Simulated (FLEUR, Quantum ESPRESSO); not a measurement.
A FLEUR input for a self-consistent single point of TiAlPt (P6_3/mmc, 6 atoms in the cell) (DFT, PBEsol, all-electron FLAPW (FLEUR), scalar-relativistic valence):

Input of the input generator:

```
TiAlPt FLAPW
&input film=f /
1.0000000000 0.0000000092 0.0000000000
-0.5000000080 0.8660253992 0.0000000000
0.0000000000 0.0000000000 1.2243363971
8.3466365011
1.0 1.0 1.0

6
22 0.0000000000 0.0000000000 0.0000000000
22 0.0000000000 0.0000000000 0.5000000000
13 0.3333333333 0.6666666667 0.2500000000
13 0.6666666667 0.3333333333 0.7500000000
78 0.6666666667 0.3333333333 0.2500000000
78 0.3333333333 0.6666666667 0.7500000000

&comp jspins=1 /
&exco xctyp='PBEs' /
&kpt div1=6 div2=6 div3=4 gamma=t /
&end /
```

```xml
<?xml version="1.0" encoding="UTF-8" standalone="no"?>
<fleurInput fleurInputVersion="0.39">
   <comment>
      TiAlPt FLAPW                                                                                        
   </comment>
   <calculationSetup>
      <cutoffs Kmax="4.5" Gmax="18.0" GmaxXC="18.0" numbands="0"/>
      <scfLoop itmax="80" minDistance="0.00001" maxIterBroyd="15" imix="Anderson" alpha="0.05" precondParam="0.0" spinf="2.0"/>
      <coreElectrons ctail="T" frcor="F" kcrel="0" coretail_lmax="0"/>
      <xcFunctional name="PBEs" relativisticCorrections="F"/>
      <magnetism jspins="1"/>
      <soc l_soc="F" theta="0.0" phi="0.0" spav="F"/>
      <expertModes spex="0" secvar="F"/>
      <geometryOptimization l_f="T" forcealpha="1.0" forcemix="BFGS" epsdisp="0.00001" epsforce="0.00001"/>
      <ldaU l_linMix="F" mixParam="0.05" spinf="1.0"/>
   </calculationSetup>
   <cell>
      <bzIntegration valenceElectrons="62.0" mode="hist" fermiSmearingEnergy="0.00183747">
         <kPointListSelection listName="default-1"/>
         <!-- k-points included here -->
         <xi:include xmlns:xi="http://www.w3.org/2001/XInclude" href="kpts.xml"> </xi:include>
      </bzIntegration>
      <!-- symmetry operations included here -->
      <xi:include xmlns:xi="http://www.w3.org/2001/XInclude" href="sym.xml"> </xi:include>
      <bulkLattice scale="1.0">
         <bravaisMatrix>
            <row-1>    8.3466365011000008     0.0000000767890558     0.0000000000000000</row-1>
            <row-2>   -4.1733183173230923     7.2283992078424193     0.0000000000000000</row-2>
            <row-3>    0.0000000000000000     0.0000000000000000    10.2190908616601259</row-3>
         </bravaisMatrix>
      </bulkLattice>
   </cell>
   <atomSpecies>
      <species name="Titanium (Ti)" element="Ti" atomicNumber="22">
         <mtSphere radius="2.39" gridPoints="823" logIncrement="0.015"/>
         <atomicCutoffs lmax="10" lnonsphr="8"/>
         <electronConfig flipSpins="F">
            <coreConfig>(1s1/2) (2s1/2) (2p1/2) (2p3/2)</coreConfig>
            <valenceConfig>(3s1/2) (3p1/2) (3p3/2) (4s1/2) (3d3/2) (3d5/2)</valenceConfig>
            <stateOccupation state="(3d3/2)" spinUp="0.4" spinDown="0.4"/>
            <stateOccupation state="(3d5/2)" spinUp="0.6" spinDown="0.6"/>
         </electronConfig>
         <energyParameters s="4" p="4" d="3" f="4"/>
         <lo type="SCLO" l="0" n="3" eDeriv="0"/>
         <lo type="SCLO" l="1" n="3" eDeriv="0"/>
      </species>
      <species name="Aluminum (Al)" element="Al" atomicNumber="13">
         <mtSphere radius="1.77" gridPoints="613" logIncrement="0.018"/>
         <atomicCutoffs lmax="8" lnonsphr="6"/>
         <electronConfig flipSpins="F">
            <coreConfig>(1s1/2) (2s1/2) (2p1/2) (2p3/2)</coreConfig>
            <valenceConfig>(3s1/2) (3p1/2) (3p3/2)</valenceConfig>
            <stateOccupation state="(3p1/2)" spinUp="0.1666666666667" spinDown="0.1666666666667"/>
            <stateOccupation state="(3p3/2)" spinUp="0.3333333333333" spinDown="0.3333333333333"/>
         </electronConfig>
         <energyParameters s="3" p="3" d="3" f="4"/>
      </species>
      <species name="Platinum (Pt)" element="Pt" atomicNumber="78">
         <mtSphere radius="2.68" gridPoints="925" logIncrement="0.015"/>
         <atomicCutoffs lmax="10" lnonsphr="8"/>
         <electronConfig flipSpins="F">
            <coreConfig>(1s1/2) (2s1/2) (2p1/2) (2p3/2) (3s1/2) (3p1/2) (3p3/2) (4s1/2) (3d3/2) (3d5/2) (4p1/2) (4p3/2) (5s1/2) (4d3/2) (4d5/2) (4f5/2) (4f7/2)</coreConfig>
            <valenceConfig>(5p1/2) (5p3/2) (6s1/2) (5d3/2) (5d5/2)</valenceConfig>
            <stateOccupation state="(6s1/2)" spinUp="0.5" spinDown="0.5"/>
            <stateOccupation state="(5d3/2)" spinUp="1.8" spinDown="1.8"/>
            <stateOccupation state="(5d5/2)" spinUp="2.7" spinDown="2.7"/>
         </electronConfig>
         <energyParameters s="6" p="6" d="5" f="5"/>
         <lo type="SCLO" l="1" n="5" eDeriv="0"/>
      </species>
   </atomSpecies>
   <atomGroups>
      <atomGroup species="Titanium (Ti)">
         <relPos label="                   1">.0000000000 .0000000000 .0000000000</relPos>
         <relPos label="                   2">.0000000000 .0000000000 1.000/2.000</relPos>
         <force calculate="T" relaxXYZ="TTT"/>
      </atomGroup>
      <atomGroup species="Aluminum (Al)">
         <relPos label="                   3">1.000/3.000 -1.000/3.000 1.000/4.000</relPos>
         <relPos label="                   4">-1.000/3.000 1.000/3.000 -1.000/4.000</relPos>
         <force calculate="T" relaxXYZ="TTT"/>
      </atomGroup>
      <atomGroup species="Platinum (Pt)">
         <relPos label="                   5">-1.000/3.000 1.000/3.000 1.000/4.000</relPos>
         <relPos label="                   6">1.000/3.000 -1.000/3.000 -1.000/4.000</relPos>
         <force calculate="T" relaxXYZ="TTT"/>
      </atomGroup>
   </atomGroups>
   <output dos="F" band="F" slice="F">
      <checks vchk="F" cdinf="F"/>
      <bandDOS minEnergy="-.5*Htr" maxEnergy="0.5*Htr" sigma="0.015" storeEVData="T"/>
      <vacuumDOS vacdos="F" integ="F" star="F" nstars="0" locx1="0.0" locy1="0.0" locx2="0.0" locy2="0.0" nstm="0" tworkf="0.0"/>
      <unfoldingBand unfoldBand="F" supercellX="1" supercellY="1" supercellZ="1"/>
      <plotting iplot="0" polar="F">
         <plot TwoD="T" vec1="  1.0  0.0  0.0" vec2="  0.0  1.0  0.0" vec3="  0.0  0.0  1.0" zero="  0.0  0.0  0.0" file="plot"/>
      </plotting>
      <chargeDensitySlicing numkpt="0" minEigenval="0.0" maxEigenval="0.0" nnne="0" pallst="F"/>
      <specialOutput eonly="F"/>
      <magneticCircularDichroism mcd="F" energyLo="-10.0" energyUp="0.0"/>
   </output>
  <!-- We include the file relax.xml here to enable relaxations (see documentation) -->
  <xi:include xmlns:xi="http://www.w3.org/2001/XInclude" href="relax.xml"> <xi:fallback/> </xi:include>
</fleurInput>
```

Write the same calculation as an input for Quantum ESPRESSO.

This is the input that was run; spellings and numerical settings could be chosen otherwise.

```fortran
&control
 calculation = 'scf',
 outdir = './tmp/',
 pseudo_dir = './',
 tprnfor = .true.,
 tstress = .true.,
/
&system
 ibrav = 0,
 celldm(1) = 8.34663650,
 nat = 6,
 ntyp = 3,
 ecutwfc = 50,
 ecutrho = 400,
 occupations = 'smearing',
 smearing = 'fermi-dirac',
 degauss = 0.0036749,
/
&electrons
 conv_thr = 1e-10,
 mixing_beta = 0.4,
/
ATOMIC_SPECIES
Ti    47.8670  ti_pbesol_v1.4.uspp.F.UPF
Al    26.9815  al_pbesol_v1.uspp.F.UPF
Pt   195.0840  pt_pbesol_v1.4.uspp.F.UPF
ATOMIC_POSITIONS angstrom
Ti    0.00000000    0.00000000    0.00000000
Ti    0.00000000    0.00000000    2.70385500
Al    0.00000000    2.55006944    1.35192750
Al    2.20842491    1.27503472    4.05578250
Pt    2.20842491    1.27503472    1.35192750
Pt    0.00000000    2.55006944    4.05578250
K_POINTS automatic
6 6 4  0 0 0
CELL_PARAMETERS alat
   1.00000000     0.00000000     0.00000000
  -0.50000000     0.86602540     0.00000000
   0.00000000     0.00000000     1.22433640
```

Basis, cutoffs, solver keys and any potentials are the target program's own. This input uses DFT, PBEsol, plane waves, GBRV 1.5 ultrasoft (PBESOL) pseudopotentials.

The starting cell comes from a database of computed structures (which also holds hypothetical and non-ambient phases and stackings), without a prior relaxation at this level.
